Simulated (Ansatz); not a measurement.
Base system: HfC in the rock salt structure (space group Fm-3m, No. 225; a = 4.652 Å).

Method: Ansatz (a quantum-chemistry and plane-wave program) PBE, no spin-orbit coupling.

Before the change:

The band gap is zero. The volume per atom is 12.58 Å³.

Now apply this change: a hydrostatic pressure of 1.8 GPa.

Problem. Estimate the effect on the band gap and volume per atom.

Solution. The band gap remains zero; the volume per atom shrinks by 0.095 Å³ to 12.49 Å³.

Load acts through the strain it causes; cell and atoms are relaxed under it. Stability against distortions was not tested. The final runs are not spin-polarised.
